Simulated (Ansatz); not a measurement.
# rock-salt TiN (1 1 0) on zinc-blende ZnSe (1 1 0) (film strained to the substrate, started from cuts of the bulks and a machine-learned relaxation; slabs Se8Zn8 and N12Ti12, which can lie off the formulas)

A periodic stack without vacuum, rock-salt TiN (1 1 0) on zinc-blende ZnSe (1 1 0) (film strained to the substrate, started from cuts of the bulks and a machine-learned relaxation; slabs Se8Zn8 and N12Ti12, which can lie off the formulas): substrate slab Se8Zn8, film N12Ti12, surface cells [[0, -1], [1, -1]] and [[1, 0], [1, 2]], film strained by -4.5 and -4.5 %, outermost planes SeZn/SeZn and NTi/NTi as cut, which need not be the usual terminations and can put a slab off its formula.

The start was prepared with a machine-learned potential, and the result is one local minimum, with the in-plane cell held and forces under 0.04 eV/Å; the film can end far from its bulk form.

Level of theory: PBE (plane waves to 420 eV, PAW; Ansatz, a first-principles code). No spin–orbit coupling; the runs are not spin-polarised; PBE gaps are too small against experiment. Its k-point mesh 8×5×1, Fermi–Dirac width 0.05 eV.

The interface area comes out as 23.3 Å². The period is 26.16 Å. The heights between the nearest atoms of the two slabs at the two interfaces comes out as 2.03 and 2.03 Å and the Se–Ti contacts across the interfaces within 1.22 times the sum of covalent radii comes out as 4, mean 2.74 Å. The Ti–Zn contacts across the interfaces within 1.22 times the sum of covalent radii comes out as 4, mean 3.00 Å and the N–Zn contacts across the interfaces within 1.22 times the sum of covalent radii is 2, mean 2.04 Å. The estimate of the barrier is withheld, since the Fermi level falls at or inside a band of the host, which a slab this thin can't settle.

```xyz
40
Lattice="4.0549 -0.0002 -0.0010 4.0550 5.7337 0.1522 -0.0066 0.7214 26.1902" Properties=species:S:1:pos:R:3 pbc="T T T"
Se     2.0284     1.7466     1.1553
Se     4.0550     4.5751     3.1055
Se     2.0265     1.6641     5.1432
Se     4.0542     4.4703     7.1912
Se     2.0273     1.5474     9.1896
Se     4.0533     4.3686    11.2381
Se     2.0268     1.4326    13.2746
Se     4.0497     4.2350    15.2246
Zn     2.0289     0.2335     3.1401
Zn     4.0552     3.1831     1.0414
Zn     2.0269     0.1681     7.1271
Zn     4.0541     3.0974     5.1114
Zn     2.0251     0.0646    11.1918
Zn     4.0548     2.9817     9.1756
Zn     2.0213    -0.0682    15.2593
Zn     4.0576     2.8325    13.1604
N      6.0766     5.8017    17.4429
N      6.0758     2.8777    17.4859
N      4.0491     4.2849    18.9663
N      4.0492     1.4172    18.9024
N      6.0766     2.8129    20.5030
N      6.0766     5.6845    20.5902
N      4.0487     1.3437    21.9839
N      4.0487     4.2024    22.0696
N      6.0760     5.5941    23.6713
N      6.0758     2.7269    23.6097
N      4.0485     4.1582    25.2118
N      4.0492     1.2542    25.0059
Ti     6.0767     4.2844    18.9385
Ti     2.0217     1.4307    18.8732
Ti     8.1055     5.7432    17.6190
Ti     4.0485     2.9182    17.5136
Ti     2.0210     1.3314    22.0523
Ti     6.0762     4.1995    22.0982
Ti     4.0491     2.8161    20.4525
Ti     8.1040     5.6624    20.5418
Ti     6.0772     4.1155    25.0273
Ti     2.0194     1.2777    24.9911
Ti     8.1033     5.6035    23.7087
Ti     4.0485     2.7265    23.6300
```
